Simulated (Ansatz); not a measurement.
The starting structures come from a database of crystals and need not be the phases stable at ambient conditions.

 Where the default PAW files enter, the runs use the earlier of Ansatz's two default sets.

The decay constant κ of evanescent states in the gap governs leakage through a thin film.

Consider the following.

```
CsLiBr2
1.0
    5.18124     0.00000     0.00000
    0.00000     5.18124     0.00000
    0.00000     0.00000     9.93006
Cs Li Br
2 2 4
Direct
  0.00000   0.50000   0.30003
  0.50000   0.00000   0.69997
  0.50000   0.00000   0.08248
  0.00000   0.50000   0.91752
  0.00000   0.50000   0.66592
  0.50000   0.00000   0.33408
  0.00000   0.00000   0.00000
  0.50000   0.50000   0.00000
```

Space group of this cell: P4/nmm. The cell is taken as given.

Transport runs along the normal of the first two printed cell vectors, the (001) plane of the conventional cell.

The gap is the functional's own, uncorrected, and κ follows it; spin-orbit coupling is left out. Mid-gap values are interpolated between the computed energies.

Question: Predict the band gap and the smallest decay constant κ at mid-gap from r2SCAN (Ansatz, a program for electronic structure).

Answer: Gap 4.99 eV on a 6×6×4 mesh; κ = 0.364 1/Å, at the zone centre.
